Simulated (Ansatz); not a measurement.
Faces of rhombohedral Sb in 1x1 cells, as slabs relaxed from ideal cuts; for each face the lowest of the symmetric, stoichiometric cuts and spin starts that were computed. The slabs keep the symmetry of their cuts; real faces may buckle, or reconstruct in larger cells. No spin-orbit coupling, no Hubbard U.

Level of theory: PBE with D3(BJ) dispersion (plane waves to 420 eV, PAW; Ansatz, an electronic-structure program).

```tsv
face	cell area (Å²)	outermost plane spacing of the ideal cut (Å)	γ unrelaxed (J/m²)	γ relaxed (J/m²)	work function, top face (eV)
(0001)	16.17	1.54	0.44	0.43	?
(10-10)	47.69	1.25	0.92	0.72	4.37
(10-11)	16.78	1.68	0.73	0.49	4.34
(11-20)	27.53	2.16	0.84	?	?
```

Problem. Some entries are withheld; supply them.

Solution. 
- (0001), work function, top face (eV): 4.19
- (11-20), γ relaxed (J/m²): 0.66
- (11-20), work function, top face (eV): 4.25
